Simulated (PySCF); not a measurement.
PySCF 2.14.0, PBE0/def2-svp, df: Be(Cl)(NH2) ([NH2][Be][Cl]), 5 atoms. The geometry is a generated start, not checked to be a minimum at this level.

```
Property                      Result
-------------------  ---------------
task                          energy
method                          pbe0
basis                       def2-svp
two-electron scheme  density fitting
mol.max_memory               3000 MB
mf.max_cycle                     100
mf.DIIS              CDIIS (default)
mf.conv_tol          1e-09 (default)
mf.grids.level           3 (default)
basis functions                   51
grid points                    66120
```

```xyz
5

Be     0.4097     0.4486    -0.5105
Cl     1.2921     1.4005    -1.7247
N     -0.3609    -0.3823     0.4821
H     -0.6987    -1.3200     0.3321
H     -0.6422    -0.1468     1.4210
```

With the defaults (mf.diis = true, mf.damp = 0, mf.diis_start_cycle = 1, mf.init_guess = minao, mf.level_shift = 0, mf.diis_space = 8, newton = off) it converges in 11 Fock builds. One run each on 2 threads, 1 BLAS thread, with these changes:
- mf.diis_space = 12
- mf.init_guess = sap
- mf.diis = false
- mf.diis = false, mf.damp = 0.7, mf.diis_start_cycle = 999
- newton = Hessian by the SCF's own integrals
- mf.level_shift = 1 Hartree
- mf.level_shift = 0.1 Hartree
- mf.diis_space = 20
- mf.diis_space = 3

Problem. Name the settings that don't reach the solution of the defaults.

Solution. No convergence: mf.diis = false (the run ends without SCF convergence in 100 cycles). The rest reach the solution of the defaults.

| setting | Fock builds | end |
|---|---|---|
| the defaults | 11 | same solution |
| mf.diis_space = 12 | 11 | same solution |
| mf.level_shift = 0.1 Hartree | 11 | same solution |
| mf.diis_space = 20 | 11 | same solution |
| mf.init_guess = sap | 13 | same solution |
| mf.diis_space = 3 | 13 | same solution |
| newton = Hessian by the SCF's own integrals | 23 | same solution |
| mf.diis = false, mf.damp = 0.7, mf.diis_start_cycle = 999 | 28 | same solution |
| mf.level_shift = 1 Hartree | 34 | same solution |
| mf.diis = false | 101 | no convergence |

Under newton the count holds the products with the orbital Hessian.
